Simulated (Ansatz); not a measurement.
Consider FeCo in the CsCl type structure (space group Pm-3m, No. 221; a = 2.800 Å; ferromagnetic).

Calculations: PBEsol/PAW in Ansatz (a program for electronic structure), spin-orbit coupling left out.

Before the change:

```
Quantity                     Value
-------------------  -------------
Magnetic state       ferromagnetic
Lattice parameter a        2.800 Å
Largest site moment        2.71 μB
```

It is then changed as follows: a hydrostatic pressure of 4.2 GPa.

### Question
How does this affect the magnetic state?

### Answer
The magnetic state stays ferromagnetic.

### Question
How does this affect the lattice parameter a?

### Answer
The lattice parameter a drops by 0.017 Å (2.800 Å → 2.783 Å).

### Question
What does the calculation give for the largest site moment after the change?

### Answer
The largest site moment stays essentially unchanged (2.71 μB against 2.69 μB).

The magnetic state is the one reached from the starting moments; the real material's order can differ, and small cells can't hold many antiferromagnetic ones. Load acts through the strain it causes; cell and atoms are relaxed under it. Whether these cells are dynamically stable was not tested.
